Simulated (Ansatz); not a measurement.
Start from C (space group I4_132, No. 214; a = 4.105 Å; a hypothetical phase, not in the database extracts checked).

The values are results of plane-wave PAW DFT at the PBEsol level (Ansatz, a first-principles code, 420 eV), without spin-orbit coupling, not measurements.

Before the change:

```
Quantity              Result
-------------------  -------
Lattice parameter a  4.105 Å
Band gap                zero
```

One thing is altered: a hydrostatic pressure of 10 GPa.

Estimate the effect on the lattice parameter a.

The lattice parameter a drops by 0.0484 Å, from 4.105 Å to 4.056 Å.

Predict the new band gap.

The band gap stays zero.

Load acts through the strain it causes; cell and atoms are relaxed under it. Stability against distortions was not tested. No other phases were tried under pressure.
